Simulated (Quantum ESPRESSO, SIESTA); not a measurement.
A SIESTA input for a self-consistent single point of TaAs (I4_1md, 4 atoms in the cell) (DFT, LDA PW92, numerical atomic orbitals TZP, PseudoDojo LDA standard norm-conserving potentials (rewritten from UPF to PSML)):

```
# files in the folder: Ta.psml As.psml (PseudoDojo LDA standard)
SystemName  TaAs
SystemLabel taas

NumberOfAtoms                4
NumberOfSpecies              2
%block ChemicalSpeciesLabel
  1 73 Ta
  2 33 As
%endblock ChemicalSpeciesLabel
LatticeConstant              1.0 Bohr
%block LatticeVectors
    -3.302564744    3.302564744   11.255131319
     3.302564744   -3.302564744   11.255131319
     3.302564744    3.302564744  -11.255131319
%endblock LatticeVectors
AtomicCoordinatesFormat      ScaledCartesian
%block AtomicCoordinatesAndAtomicSpecies
     3.302564744    0.000000000   11.254456012  1
    -0.000000000    0.000000000   16.882021671  1
     3.302564744    0.000000000    1.860023002  2
     0.000000000   -0.000000000    7.487588662  2
%endblock AtomicCoordinatesAndAtomicSpecies

XC.functional                LDA
XC.authors                   PW92
PAO.BasisSize                TZP
PAO.EnergyShift              0.01 Ry
MeshCutoff                   350 Ry
%block kgrid.MonkhorstPack
    8   0   0  0.0
    0   8   0  0.0
    0   0   8  0.0
%endblock kgrid.MonkhorstPack
OccupationFunction           FD
ElectronicTemperature        100.0 meV

MaxSCFIterations             150
SCF.Mixer.Method             Pulay
SCF.Mixer.Weight             0.25
SCF.Mixer.History            8
SCF.DM.Tolerance             1.0E-05
Diag.ParallelOverK           true
WriteForces                  true
```

Give the Quantum ESPRESSO input for the same structure, mesh, smearing and functional.

This is the input that was run; spellings and numerical settings could be chosen otherwise.

```fortran
&control
  calculation = 'scf'
  prefix = 'scf'
  outdir = './tmp/'
  pseudo_dir = './'
  tprnfor = .true.
  tstress = .true.
/
&system
  ibrav = 0
  nat = 4
  ntyp = 2
  ecutwfc = 40
  ecutrho = 320
  occupations = 'smearing'
  smearing = 'fermi-dirac'
  degauss = 0.0073499
/
&electrons
  conv_thr = 1.0e-11
  mixing_beta = 0.3
/
ATOMIC_SPECIES
Ta   180.9479  ta_lda_v1.uspp.F.UPF
As    74.9216  as_lda_v1.uspp.F.UPF
ATOMIC_POSITIONS crystal
Ta    0.4999700000    0.9999700000    0.5000000000
Ta    0.7499700000    0.7499700000    0.0000000000
As    0.0826300000    0.5826300000    0.5000000000
As    0.3326300000    0.3326300000    0.0000000000
K_POINTS automatic
8 8 8  0 0 0
CELL_PARAMETERS bohr
  -3.3025647439     3.3025647439    11.2551313195
   3.3025647439    -3.3025647439    11.2551313195
   3.3025647439     3.3025647439   -11.2551313195
```

Basis settings and potentials, where a program has them, do not carry over. This input uses DFT, LDA (PZ), plane waves, GBRV 1.5 ultrasoft (LDA) pseudopotentials. LDA parametrisations can differ slightly between programs.

The starting cell comes from a database of computed structures (which also holds hypothetical and non-ambient phases and stackings), without a prior relaxation at this level. Its lattice was rescaled by a random factor within 2.5 % of one.
